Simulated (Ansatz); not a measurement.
By PBEsol, the system below comes out a metal.

The ballistic (Sharvin) conductance counts the channels at the Fermi level: G/A = (e²/h) × channels of both spins per area.

Given:

```xyz
2
Lattice="2.9390 0.0000 0.0000 0.0000 4.1564 0.0000 1.4695 2.0782 1.4695" Properties=species:S:1:pos:R:3 pbc="T T T"
Ti     0.0000     0.0000     0.0000
N      0.0000     2.0782     0.0000
```

The cell is strained (all lengths scaled by 0.98); by PBEsol it stands under a pressure of 11.0 GPa.

The current flows along the normal of the first two printed cell vectors, the (110) plane of the conventional cell. No spin-orbit coupling; the value is a mean over 0.1 eV about the Fermi level.

**Question.** Give the ballistic conductance per area that PBEsol in Ansatz (an electronic-structure program) yields.

**Answer.** 1.3 × 10¹⁵ S/m² for both spins.
